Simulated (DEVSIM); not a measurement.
System: Schottky contact on n-type Si, at 400 K.

| layer (left to right) | material | thickness (μm) | Nd (cm⁻³) | τn (s) | τp (s) |
|---|---|---|---|---|---|
| 1 | Si | 0.400 | 5.6e16 | 8.3e-5 | 8.3e-5 |

Left contact: Schottky, work function 4.94 eV, emission velocity 4.1e6 cm/s. Right contact: ohmic. Voltage is applied to the left contact. Recombination: SRH at mid-gap, radiative, Auger. Mobility is μmin + (μ − μmin)/(1 + (N/Nref)^α).

This is a model device: material constants are rounded textbook-type values typed into the input, and sizes, dopings and lifetimes were drawn at random. Values at 300 K; Nc and Nv go as T^1.5, mobilities as T to minus their exponent, the gap by Varshni's rule with the affinity fixed.

```tsv
parameter	Si
gap (eV)	1.124
affinity (eV)	4.05
permittivity	11.7
Nc (cm⁻³)	2.86e19
Nv (cm⁻³)	3.1e19
μn (cm²/Vs)	1417
μp (cm²/Vs)	470
μn,min	52
μp,min	45
Nref,n	9.7e16
Nref,p	2.2e17
αn	0.68
αp	0.72
T exponent of μn	2.3
T exponent of μp	2.2
B (cm³/s)	4.7e-15
Cn (cm⁶/s)	2.8e-31
Cp (cm⁶/s)	9.9e-32
Varshni α (eV/K)	0.000473
Varshni β (K)	636
```

Simulated with DEVSIM: 1D drift-diffusion, Boltzmann statistics, complete ionisation; no tunnelling, impact ionisation, image-force lowering or self-heating. Metal contacts follow the ideal Schottky-Mott rule: no Fermi-level pinning, no interface dipoles.

The thickness of layer 1 was swept, all else fixed.

```
thickness of layer 1 (μm)  dark forward voltage at 1 A/cm² (V)  largest field in the device at zero bias (V/cm)  dark forward voltage at 100 A/cm² (V)
-------------------------  -----------------------------------  -----------------------------------------------  -------------------------------------
0.08                                                     0.252                                           120000                                  0.427
0.14                                                     0.283                                           110000                                  0.448
0.24                                                     0.294                                           110000                                  0.455
0.4                                                      0.298                                           110000                                  0.459
0.68                                                     0.300                                           110000                                  0.462
1.2                                                      0.301                                           110000                                  0.464
2                                                        0.301                                           110000                                  0.467
```

From the first row to the last the dark forward voltage at 1 A/cm² goes from 0.252 to 0.301. From the first row to the last the largest field in the device at zero bias goes from 120000 to 110000.
